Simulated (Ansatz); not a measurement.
BaSn5 (P6/mmm), PBEsol, DFPT electron-phonon coupling, linearised Boltzmann equation (Ansatz, an electronic-structure program). Phonon-limited resistivity 17.9 μΩ·cm at 300 K along y (a = (5.32, 0.00, 0.00) Å; b = (-2.66, 4.61, 0.00) Å; c = (0.00, 0.00, 7.09) Å), 24.0 μΩ·cm at 400 K, current-weighted mean free path 6.2 nm.

Question: Estimate the electronic thermal conductivity at 300 K by the Wiedemann-Franz law (L₀ = 2.44×10⁻⁸ W·Ω/K²).

Answer: L₀T/ρ = 2.44×10⁻⁸ × 300/(17.9×10⁻⁸) = 40.9 W/(m·K). Inelastic scattering puts the true Lorenz number somewhat under L₀ near and below the Debye temperature.

Question: What temperature coefficient of resistance follows, and how does it compare with 1/T?

Answer: (ρ₄₀₀ − ρ₃₀₀)/(100 K × ρ₃₀₀) = 3.41×10⁻³ K⁻¹, against 1/T = 3.33×10⁻³ K⁻¹ for a resistivity proportional to T. Impurities would add a constant and lower it.

Question: Estimate the resistivity of a 80 nm square wire with diffuse walls from ρ ≈ ρ₀(1 + 3ℓ/4d).

Answer: 1 + 0.75 × 6.2/80 = 1.06, so ρ ≈ 18.9 μΩ·cm and a line 1 μm long has 29.6 Ω. The formula is the free-electron limit for d well above ℓ; grain boundaries add to it.

A metal at this level (no band gap). Only scattering by harmonic phonons is included (no impurities, grain boundaries, electron-electron scattering or thermal expansion). Spin-orbit coupling is left out. The squared frequency of the phonon mode least converged on the k mesh is uncertain by about 18 %. Halving the electron mesh (20x20x12) moves the resistivity by up to 11 % at 300 K, the mean free path by up to 8 %. Smearing 0.20 eV; phonons on a 3x3x2 q mesh, which this run doesn't test.

Computed structure with no diffraction record at hand here (it may be known, metastable or hypothetical): BaSn5 (P6/mmm).
